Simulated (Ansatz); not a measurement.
# IrO2: pressure 45 GPa

Take IrO₂ in the rutile structure (space group P4_2/mnm, No. 136; a = 4.529 Å, c = 3.180 Å) as the base.

The change: a hydrostatic pressure of 45 GPa.

Method: PBE, PAW, 420 eV (Ansatz, a quantum-chemistry and plane-wave program; scalar-relativistic without spin-orbit coupling). Γ-centred 10×10×15 mesh, Fermi–Dirac width 0.05 eV.

The volume per atom decreases by 1.30 Å³, from 10.87 Å³ to 9.57 Å³ and the density increases by 1.55 g/cm³, from 11.42 g/cm³ to 12.97 g/cm³. The lattice parameter a drops by 0.235 Å, from 4.529 Å to 4.294 Å and the c/a ratio rises by 0.023 to 0.725. The shortest interatomic distance decreases by 0.090 Å, from 1.976 Å to 1.886 Å and the enthalpy H = E + PV relative to the base's energy amounts to +2.85 eV/atom. The band gap is still zero.

Final structure:

```
CELL_PARAMETERS angstrom
      4.29411     0.00000     0.00000
      0.00000     4.29411     0.00000
      0.00000     0.00000     3.11394
ATOMIC_POSITIONS crystal
  Ir 0.00000 0.00000 0.00000
  Ir 0.50000 0.50000 0.50000
  O  0.31049 0.31049 0.00000
  O  0.81049 0.18951 0.50000
  O  0.18951 0.81049 0.50000
  O  0.68951 0.68951 0.00000
```

Cost of the whole job for the changed cell (relaxation, final SCF and bands): about 80 core-seconds (a rough figure).

Load acts through the strain it causes; cell and atoms are relaxed under it. No phonon test of stability was made. Competing high-pressure phases were not computed. No Hubbard U is applied, and correlation can decide whether such a compound is a metal. All final runs are without spin polarisation.
